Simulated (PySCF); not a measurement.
PySCF 2.14.0, PBE0/def2-svp, df: Mo(O)(NH)(Me)(OSiH3) ([CH3][Mo](=[NH])(=[O])[O][SiH3]), 13 atoms. The geometry is a generated start, not checked to be a minimum at this level.

```
Property                                            Result
-------------------------  -------------------------------
task                                                energy
method                                                pbe0
basis                                             def2-svp
two-electron scheme                        density fitting
mol.max_memory                                     3000 MB
mf.max_cycle                                           100
mf.init_guess                              minao (default)
mf.conv_tol                                1e-09 (default)
mf.grids.level                                 3 (default)
effective core potentials  those of the basis set, past Kr
basis functions                                        140
grid points                                         166464
```

```xyz
13

Mo     0.0517    -0.7460     0.8151
O      0.9564    -0.8311     2.1815
N     -1.1465    -1.9849     0.6347
H     -1.7251    -2.8088     0.7547
C     -1.2187     0.9131     1.3380
H     -1.8434     0.7489     2.2216
H     -1.8944     1.1587     0.5027
H     -0.5965     1.7966     1.5431
O      0.7747    -0.1778    -0.7183
Si     1.5176     0.3667    -2.0544
H      0.8647    -0.2637    -3.2139
H      2.9387     0.0007    -1.9533
H      1.3208     1.8276    -2.0516
```

Charge 0 and multiplicity 1 are set for this test and not shown to be the ground state.

With the defaults (mf.DIIS = CDIIS, mf.diis = true, mf.level_shift = 0, mf.damp = 0, mf.diis_start_cycle = 1, mf.diis_space = 8, newton = off) it converges in 14 Fock builds. One run each on 2 threads, 1 BLAS thread, with these changes:
- mf.damp = 0.3, mf.diis_start_cycle = 4
- mf.level_shift = 0.1 Hartree
- mf.diis = false, mf.damp = 0.7, mf.diis_start_cycle = 999
- mf.damp = 0.7, mf.diis_start_cycle = 8
- mf.diis_space = 5
- mf.DIIS = ADIIS
- newton = Hessian by the SCF's own integrals
- mf.diis = false
- mf.DIIS = EDIIS

Q: Which of these changes keep the SCF from converging, or lead it to another solution?

A: No convergence: mf.DIIS = EDIIS; mf.diis = false (the run ends without SCF convergence in 100 cycles). The rest reach the solution of the defaults.

```json
[
 {"setting": "the defaults", "Fock builds": "14", "end": "same solution"},
 {"setting": "mf.level_shift = 0.1 Hartree", "Fock builds": "15", "end": "same solution"},
 {"setting": "mf.damp = 0.7, mf.diis_start_cycle = 8", "Fock builds": "17", "end": "same solution"},
 {"setting": "mf.diis_space = 5", "Fock builds": "17", "end": "same solution"},
 {"setting": "mf.damp = 0.3, mf.diis_start_cycle = 4", "Fock builds": "21", "end": "same solution"},
 {"setting": "mf.diis = false, mf.damp = 0.7, mf.diis_start_cycle = 999", "Fock builds": "30", "end": "same solution"},
 {"setting": "newton = Hessian by the SCF's own integrals", "Fock builds": "31", "end": "same solution"},
 {"setting": "mf.DIIS = ADIIS", "Fock builds": "32", "end": "same solution"},
 {"setting": "mf.DIIS = EDIIS", "Fock builds": "101", "end": "no convergence"},
 {"setting": "mf.diis = false", "Fock builds": "101", "end": "no convergence"}
]
```

Under newton the count holds the products with the orbital Hessian.
